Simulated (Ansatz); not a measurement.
Start from Nb in the bcc (W type) structure (space group Im-3m, No. 229; a = 3.3027 Å). Axes: x, y, z lie along the cube axes.

Method: Kohn–Sham DFT with the r2SCAN functional, run in Ansatz (a quantum-chemistry and plane-wave program) with PAW and 500 eV plane waves, spin-orbit coupling left out.

Base values:

| Property | Value |
|---|---|
| Pressure | 0.0 GPa |
| Shortest interatomic distance | 286.0 pm |

It is then changed as follows: tensile biaxial strain of 4.77 % in the plane normal to [001], as in epitaxy on a mismatched substrate; the out-of-plane cell vector and the atoms relax.

Task: What does the calculation give for the pressure, energy relative to the base and shortest interatomic distance after the change?

Result: The pressure (mean of the normal stresses, compression positive) goes from zero to -5.4 GPa; the energy rises by 45 meV/atom; the shortest interatomic distance rises by 4.3 pm (286.0 pm → 290.3 pm).

Without a gap, meshes like the base's 20×20×20 leave anisotropic stresses uncertain by several tenths of a GPa, and small strain energies with them. Stability against distortions was not tested. All final runs are without spin polarisation.
